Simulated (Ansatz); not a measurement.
# Hf: response to strain

Base system: Hf in the hcp (Mg type) structure (space group P6_3/mmc, No. 194; relaxed with 0.1 eV smearing).

```xyz
2
Lattice="3.1983 0.0000 0.0000 -1.5991 2.7698 0.0000 0.0000 0.0000 5.0488" Properties=species:S:1:pos:R:3 pbc="T T T"
Hf     1.5991     0.9233     3.7866
Hf     0.0000     1.8465     1.2622
```

Cartesian axes are those of the cell as printed.

Strains are applied to the cell and any free atomic positions relax.

Calculations: r2SCAN in Ansatz (plane waves to 500 eV, PAW, no spin-orbit coupling).

Notes on the quantities. energy relative to the base: free energy F; pressure: mean of the normal stresses, compression positive.

| change | shortest interatomic distance | energy relative to the base | pressure |
|---|---|---|---|
| base | 5.910 bohr | 0 meV/atom | 0.0 GPa |
| uniaxial strain ε_zz = −3.00 % | 5.796 bohr | … | 3.6 GPa |
| uniaxial strain ε_zz = −2.50 % | 5.815 bohr | +9.3 meV/atom | 3.0 GPa |
| uniaxial strain ε_zz = −2.00 % | 5.834 bohr | +5.9 meV/atom | 2.3 GPa |
| uniaxial strain ε_zz = −1.50 % | 5.853 bohr | … | 1.7 GPa |
| uniaxial strain ε_zz = −1.00 % | 5.872 bohr | +1.4 meV/atom | 1.1 GPa |
| uniaxial strain ε_zz = −0.50 % | 5.891 bohr | +0.4 meV/atom | 0.6 GPa |

Q: Fill in the withheld entries from the trend.

A: 
- uniaxial strain ε_zz = −3.00 %, energy relative to the base: +13 meV/atom
- uniaxial strain ε_zz = −1.50 %, energy relative to the base: +3.3 meV/atom

Whether these cells are dynamically stable was not tested. The final runs are not spin-polarised.

Ansatz is a quantum-chemistry and plane-wave program.
